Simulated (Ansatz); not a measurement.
Rb₃AgSn₃Se₈ (P4/nbm, No. 125; cell taken from a computed entry) was calculated with HSE06 (PAW; Ansatz, a program for electronic structure).

Numerical settings: plane-wave cutoff 460 eV, 4×4×2 k mesh (along the axes of the cell as run), Fermi–Dirac smearing 0.01 eV, no spin polarisation, scalar-relativistic PAW data made under PBE.

Cell (relaxed with PBEsol):

```yaml
crystal:
  lattice:
    - [8.32338, 0.00000, 0.00000]
    - [0.00000, 8.32338, 0.00000]
    - [0.00000, 0.00000, 13.39711]
  atoms:
    - { symbol: Rb, position: [0.00000, 0.00000, 0.22562] }
    - { symbol: Rb, position: [0.00000, 0.00000, 0.77438] }
    - { symbol: Rb, position: [0.50000, 0.50000, 0.77438] }
    - { symbol: Rb, position: [0.50000, 0.50000, 0.22562] }
    - { symbol: Rb, position: [0.50000, 0.50000, 0.50000] }
    - { symbol: Rb, position: [0.00000, 0.00000, 0.50000] }
    - { symbol: Ag, position: [0.50000, 0.00000, 0.50000] }
    - { symbol: Ag, position: [0.00000, 0.50000, 0.50000] }
    - { symbol: Sn, position: [0.00000, 0.50000, 0.73930] }
    - { symbol: Sn, position: [0.50000, 0.00000, 0.73930] }
    - { symbol: Sn, position: [0.00000, 0.50000, 0.26070] }
    - { symbol: Sn, position: [0.50000, 0.00000, 0.26070] }
    - { symbol: Sn, position: [0.50000, 0.00000, 0.00000] }
    - { symbol: Sn, position: [0.00000, 0.50000, 0.00000] }
    - { symbol: Se, position: [0.82386, 0.32386, 0.36455] }
    - { symbol: Se, position: [0.67614, 0.82386, 0.36455] }
    - { symbol: Se, position: [0.17614, 0.67614, 0.36455] }
    - { symbol: Se, position: [0.32386, 0.17614, 0.36455] }
    - { symbol: Se, position: [0.82386, 0.67614, 0.63545] }
    - { symbol: Se, position: [0.67614, 0.17614, 0.63545] }
    - { symbol: Se, position: [0.17614, 0.32386, 0.63545] }
    - { symbol: Se, position: [0.32386, 0.82386, 0.63545] }
    - { symbol: Se, position: [0.83689, 0.66311, 0.12571] }
    - { symbol: Se, position: [0.33689, 0.83689, 0.12571] }
    - { symbol: Se, position: [0.16311, 0.33689, 0.12571] }
    - { symbol: Se, position: [0.66311, 0.16311, 0.12571] }
    - { symbol: Se, position: [0.83689, 0.33689, 0.87429] }
    - { symbol: Se, position: [0.33689, 0.16311, 0.87429] }
    - { symbol: Se, position: [0.16311, 0.66311, 0.87429] }
    - { symbol: Se, position: [0.66311, 0.83689, 0.87429] }
```

What does this level give for the band gap?


* **band gap**: 2.06 eV (on the SCF k mesh)

Note: cell and atoms aren't relaxed at this level (largest force component 0.20 eV/Å, pressure 0.8 GPa).

Spin–orbit coupling is not included.

The computed numbers hold no vibrational or temperature effects.
